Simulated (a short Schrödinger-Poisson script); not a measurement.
**MOS inversion layer, SiO2 on p-type GaAs**

Stack: MOS inversion layer, SiO2 on p-type GaAs, at 400 K.

```tsv
layer	material	thickness (nm)	Na (cm⁻³)
1	SiO2	2.8	-
2	GaAs	380	1.7e18
```

The device is made up for the run: typed textbook-type constants, with dimensions and the other settings drawn at random. SiO2: permittivity 3.9, conduction-band edge (eV) 3.17, gap (eV) 9, electron mass (mₑ) 0.5. GaAs: permittivity 12.9, conduction-band edge (eV) 0, gap (eV) 1.424, Nv at 300 K (cm⁻³) 9e18.

Channel valleys (confinement mass, in-plane density-of-states mass, number): Γ 0.067, 0.067, 1. At the gate the conduction-band edge of layer 1 lies 3.22 eV − eVg above the Fermi level of the channel; the field vanishes at the back. Gaps are held at their typed values at every temperature. Mesh 0.03 nm at interfaces.

From a short Schrödinger-Poisson script (our own, NumPy): 1D Poisson equation in equilibrium, electrons quantum, Hartree (BenDaniel-Duke, 12 states a valley, the channel's in-plane mass for all, wave functions free to enter the dielectric), parabolic valleys, classical holes, full ionisation, no traps, pinning or gate leakage.

| Vg (V) | electrons (cm⁻²) | C (μF/cm²) | Γ E0 (meV) | Γ E1 (meV) |
|---|---|---|---|---|
| 0.6 | 7.69e6 | 0.281 | 404.7 | 643.2 |
| 0.7 | 6.23e7 | 0.274 | 332.6 | 577.6 |
| 0.8 | 5.15e8 | 0.269 | 259.8 | 511.0 |
| 0.9 | 4.29e9 | 0.273 | 186.6 | 443.9 |
| 1 | 3.32e10 | 0.333 | 115.5 | 378.5 |
| 1.1 | 1.73e11 | 0.530 | 56.1 | 324.2 |
| 1.2 | 4.84e11 | 0.705 | 14.8 | 287.6 |
| 1.3 | 9.01e11 | 0.792 | -15.0 | 262.1 |
| 1.4 | 1.37e12 | 0.835 | -39.4 | 241.7 |
| 1.5 | 1.86e12 | 0.858 | -61.1 | 223.9 |
| 1.6 | 2.37e12 | 0.871 | -81.5 | 207.3 |
| 1.7 | 2.89e12 | 0.879 | -101.2 | 191.4 |
| 1.8 | 3.41e12 | 0.885 | -120.5 | 175.9 |
| 1.9 | 3.93e12 | 0.889 | -139.6 | 160.5 |
| 2 | 4.46e12 | 0.892 | -158.5 | 145.3 |
| 2.1 | 4.99e12 | 0.895 | -177.2 | 130.2 |
| 2.2 | 5.52e12 | 0.898 | -195.9 | 115.2 |

Gate voltages with under 1e6 electrons/cm² are left out.

Subbands count from the Fermi level.

Above a few 1e12 electrons/cm² a light Γ valley is non-parabolic and upper valleys begin to fill, which the model leaves out.
